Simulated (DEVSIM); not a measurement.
Device: TaN/Al2O3/SiO2/p-Si capacitor, at 300 K.

Layer 1 from the left is Al2O3, thickness (nm) 1.20. Layer 2 from the left is SiO2, thickness (nm) 0.520. Layer 3 from the left is Si, thickness (nm) 5500, Na (cm⁻³) 1.1e16.

Metal gate on the left, work function 4.4 eV. Fixed charge at the semiconductor interface 0 cm⁻² (in units of +e); interface traps 2.8e10 cm⁻² eV⁻¹, uniform in energy, neutral level at 0.5 of the gap above the valence band.

Constants are typed, rounded textbook-type inputs, not results; the design itself was drawn at random and stands for no fabricated device. Values at 300 K.

Al2O3: gap (eV) 6.8, affinity (eV) 1.35, permittivity 9. SiO2: gap (eV) 9, affinity (eV) 0.9, permittivity 3.9. Si: gap (eV) 1.124, affinity (eV) 4.05, permittivity 11.7, Nc (cm⁻³) 2.86e19, Nv (cm⁻³) 3.1e19.

Model (solved in DEVSIM): 1D Poisson equation in equilibrium, Boltzmann statistics, complete ionisation; no quantum confinement or tunnelling. Metal contacts follow the ideal Schottky-Mott rule: no Fermi-level pinning, no interface dipoles.

Question: What does the simulation give for the flat-band voltage, the minimum of the low-frequency capacitance?

Answer: flat-band voltage -0.57 V; minimum of the low-frequency capacitance 0.0454 μF/cm².
